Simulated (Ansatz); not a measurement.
Consider the energy of the reaction as written. Reaction: cell B → cell A. Negative: the products are lower in energy.

Cell A: a sheet of composition Pt2Se4, 6 atoms, square cell of 5.99 Å (35.9 Å²), symmetry P-42₁m within 0.02 Å, 1.5 Å thick under 17 Å of vacuum, in-plane vectors relaxed; planes from bottom to top: Se2 | Pt2 | Se2; a model cell; spin state with PBE: run without spin, k-point mesh 6×6×1.
```
CELL_PARAMETERS angstrom
      5.98809     0.00000     0.00000
      0.00000     5.98809     0.00000
      0.00000     0.00000    18.46000
ATOMIC_POSITIONS crystal
  Pt 0.00000 0.00000 0.50000
  Pt 0.50000 0.50000 0.50000
  Se 0.14904 0.64904 0.54164
  Se 0.85096 0.35096 0.54164
  Se 0.35096 0.14904 0.45836
  Se 0.64904 0.85096 0.45836
```

Cell B: a sheet of composition Pt2Se4, 6 atoms, rectangular cell of 5.74 × 5.90 Å (33.9 Å²), symmetry P2₁/c within 0.02 Å, 1.5 Å thick under 16 Å of vacuum, in-plane vectors relaxed; planes from bottom to top: Se2 | Pt2 | Se2; a model cell; spin state with PBE: run without spin, k-point mesh 6×6×1.
```
CELL_PARAMETERS angstrom
      5.73597     0.00000     0.00000
      0.00000     5.90461     0.00000
      0.00000     0.00000    17.45579
ATOMIC_POSITIONS crystal
  Pt 0.50000 0.00000 0.50000
  Pt 0.00000 0.50000 0.50000
  Se 0.88743 0.87810 0.54297
  Se 0.11257 0.12190 0.45703
  Se 0.38743 0.62190 0.45703
  Se 0.61257 0.37810 0.54297
```

Plane-wave PAW calculations with Ansatz (a quantum-chemistry and plane-wave program), its default PAW set, cutoff 420 eV, 500 eV for r2SCAN. The structures are at rest with PBE; other levels are single points on them. HSE06 runs on coarser k-point meshes, mended by the PBE difference between the two meshes. Neutral cells; Fermi-Dirac smearing of at most 0.05 eV in the solids, energies taken to zero width. The lattices are those relaxed with PBE, so at other levels the solids can be strained, which adds to the spread. A dispersion term (D3(BJ), or D4 for r2SCAN) was computed beside these levels and is taken off wherever the name lacks it. Static lattices, no vibrational contributions. No structure search was made; lower ones may exist. The runs are scalar-relativistic, without spin-orbit coupling. The cells' k-point meshes differ in density, so the last digit is unsettled. Cell A has symmetry P-42₁m within 0.02 Å and got no random move, so less symmetric positions, which may lie lower, weren't tried. Cell B has symmetry P2₁/c within 0.02 Å and got no random move, so less symmetric positions, which may lie lower, weren't tried.

Problem. What value does r2SCAN give?

Solution. 0.57 eV, for cell B → cell A.

Problem. How does the value move with the functional?

Solution. 
```tsv
Method	value (eV)	less r2SCAN
PBE	0.43	-0.14
HSE06	0.76	0.19
```

The levels shown span 0.33 eV, from PBE (0.43) to HSE06 (0.76).
